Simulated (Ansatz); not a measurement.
Take InPd₃ in the Cu3Au type structure (space group Pm-3m, No. 221; a = 3.9699 Å; a cell from a computed database, its experimental status unchecked) as the base. Axes: x, y, z lie along the cube axes.

The values are results of Kohn–Sham DFT with the PBEsol functional, run in Ansatz (a program for electronic structure) with PAW and 420 eV plane waves, no SOC, not measurements.

Before the change:

```
Property                         Value
-----------------------------  -------
Pressure                       0.0 GPa
Shortest interatomic distance  2.807 Å
```

Perturbation: uniaxial strain ε_xx = +0.86 %, all other strain components held at zero; the atoms relax in the strained cell.

**Question.** Predict the new pressure, energy relative to the base and shortest interatomic distance.

**Answer.** The pressure (mean of the normal stresses, compression positive) goes from zero to -1.4 GPa; the energy increases by 0.7 meV/atom; the shortest interatomic distance stays 2.807 Å.

Without a gap, meshes like the base's 12×12×12 leave anisotropic stresses uncertain by several tenths of a GPa, and small strain energies with them. Stability against distortions was not tested. The base started in P4/mmm and relaxed to Pm-3m at this level. All final runs are without spin polarisation.
